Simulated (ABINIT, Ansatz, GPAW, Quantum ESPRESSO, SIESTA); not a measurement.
# Code comparison for PdIn (Pm-3m, 2 atoms in the cell)

Self-consistent single point.

```
CELL_PARAMETERS angstrom
      3.25000     0.00000     0.00000
      0.00000     3.25000     0.00000
      0.00000     0.00000     3.25000
ATOMIC_POSITIONS crystal
  In 0.50000 0.50000 0.50000
  Pd 0.00000 0.00000 0.00000
```

Shared settings, as Ansatz (an electronic-structure program) writes them: kpoints.mp_grid.grid = 6 6 6; scf.occupations.method = fermi_dirac; scf.occupations.width = 0.0073 Ry. Potentials and cutoffs stand in the table.

```csv
code,model,pressure (GPa),cutoff
ABINIT,"PBE, PAW (JTH v2.0 PBE PAW)",6.62,48 Ry
Ansatz,"PBE, default PAW files",6.73,30.9 Ry
SIESTA,"GGA PBE, numerical atomic orbitals DZP, PseudoDojo PBE standard norm-conserving potentials (rewritten from UPF to PSML)",6.23,grid 400 Ry
Quantum ESPRESSO,"PBE, PseudoDojo stringent norm-conserving (PBE) pseudopotentials",6.79,85 Ry
GPAW,"PBE, GPAW PAW datasets PBE (gpaw-data 1.0.1)",6.44,600 eV
```

On Ansatz's run: spin polarisation is off.

The spread over the programs that give each value: pressure within 0.56 GPa.

SIESTA uses small atom-centred bases, whose incompleteness enters pressures, forces and empty levels differently from a plane-wave cutoff. Ansatz's pressure is given at a fixed set of plane waves, as the other plane-wave codes print theirs; with its correction for the finite basis it is 6.81 GPa.

On the base mesh (8 8 8) the same programs gave: Ansatz pressure 6.44 GPa; Quantum ESPRESSO pressure 6.49 GPa; ABINIT pressure 6.33 GPa; GPAW pressure 6.17 GPa; SIESTA pressure 6.06 GPa.

The starting cell has typed, rounded lattice constants, without a prior relaxation at this level.

Left out of this page: CP2K (on another mesh); Elk and FLEUR (not drawn, or without a comparable value).

Keys are those of Ansatz 0.2.
